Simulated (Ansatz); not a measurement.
The parent structure is ZnO in the wurtzite structure (space group P6_3mc, No. 186).

```yaml
crystal:
  lattice:
    - [3.18693, 0.00000, 0.00000]
    - [-1.59347, 2.75997, 0.00000]
    - [0.00000, 0.00000, 5.15257]
  atoms:
    - { symbol: Zn, position: [0.33333, 0.66667, 0.00179] }
    - { symbol: Zn, position: [0.66667, 0.33333, 0.50179] }
    - { symbol: O, position: [0.33333, 0.66667, 0.38021] }
    - { symbol: O, position: [0.66667, 0.33333, 0.88021] }
```

Cartesian axes are those of the cell as printed.

All numbers come from LDA in Ansatz (plane waves to 420 eV, PAW, no spin-orbit coupling).

Perturbation: uniaxial strain ε_xx = −2.40 %, all other strain components held at zero; the atoms relax in the strained cell.

Q: Predict the stress tensor and what it implies for the stiffness.

A: Stress of the strained cell less that of the base (GPa, compression positive):
```
   5.42    0.00    0.00
   0.00    3.53    0.00
   0.00    0.00    3.16
```

Then −Δσ_ii/ε with ε = -0.0240 gives secant stiffness values (nonlinear terms included at this strain): C11 ≈ 226 GPa, C12 ≈ 147 GPa and C13 ≈ 132 GPa.

As a check, the harmonic strain energy −½ V₀ Δσ:ε is 4.6 meV/atom; the computed energy rise is 4.5 meV/atom.

Stability against distortions was not tested.

Ansatz is a first-principles code.
